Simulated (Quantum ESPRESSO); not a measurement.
Quantum ESPRESSO is run on ScH₄Pd₃ (Pm-3m, 8 atoms in the cell), and the run fails. The aim is a self-consistent single point with DFT, PBEsol, plane waves, GBRV 1.5 ultrasoft (PBESOL) pseudopotentials.

Cell that was meant: a = 4.2209 Å, b = 4.2209 Å, c = 4.2209 Å, α = 90.00°, β = 90.00°, γ = 90.00°.

Part of the input:

```fortran
  ecutwfc = 50,
  ecutrho = 400,
  occupations = 'smearing',
  smearing = 'gausian',
  degauss = 0.0099958,
/
&electrons
```

The program printed (abridged):

```
 %%%%%%%%%%%%%%%%%%%%%%%%%%%%%%%%%%%%%%%%%%%%%%%%%%%%%%%%%%%%%%%%%%%%%%%%%%%%%%
     Error in routine  set_occupations (1):
      smearing gausian unknown
 %%%%%%%%%%%%%%%%%%%%%%%%%%%%%%%%%%%%%%%%%%%%%%%%%%%%%%%%%%%%%%%%%%%%%%%%%%%%%%

     stopping ...
```

Task: From the messages shown, name the fault and mend the input.

Result: The fault is a value that the program does not know. The key takes a closed list of words, and names differ between codes. To fix it, use one of the words that the key accepts. The program stopped before any SCF iteration.

An input that runs soundly differs in these lines (not the only fix; some lines may just follow from the change or write a value another way):
```diff
-  smearing = 'gausian',
+  smearing = 'cold',
```

With that input, the run converged in 16 iterations: free energy E − TS -9455.7561 eV; Fermi level (on the code's own zero) 15.18 eV; pressure -6.97 GPa (DFT, PBEsol, plane waves, GBRV 1.5 ultrasoft (PBESOL) pseudopotentials).

On the sound input: the starting cell comes from a database of computed structures (which also holds hypothetical and non-ambient phases and stackings), without a prior relaxation at this level. Spin polarisation is off. With a pressure of about -7 GPa the cell is away from its equilibrium volume at this level.
